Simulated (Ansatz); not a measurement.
Take Li$_{3}$VS$_{4}$ (space group P-43m, No. 215; a = 5.888 Å; a model cell, its experimental status unchecked) as the base. Axes: x, y, z lie along the cube axes.

All numbers come from PBEsol (Ansatz, a quantum-chemistry and plane-wave program, PAW, without spin-orbit coupling).

Modification: uniaxial strain ε_yy = −1.16 %, all other strain components held at zero, atoms relaxed at fixed cell.

Question: Predict the stress tensor and what it implies for the stiffness.

Answer: Stress of the strained cell less that of the base (GPa, compression positive):
```
   0.03    0.00    0.00
   0.00    0.39    0.00
   0.00    0.00    0.03
```

Then −Δσ_ii/ε with ε = -0.0116 gives relaxed-ion elastic constants: C22 ≈ 34 GPa.

Stability against distortions was not tested. Seeded moments were not kept for the base. The final runs are not spin-polarised.
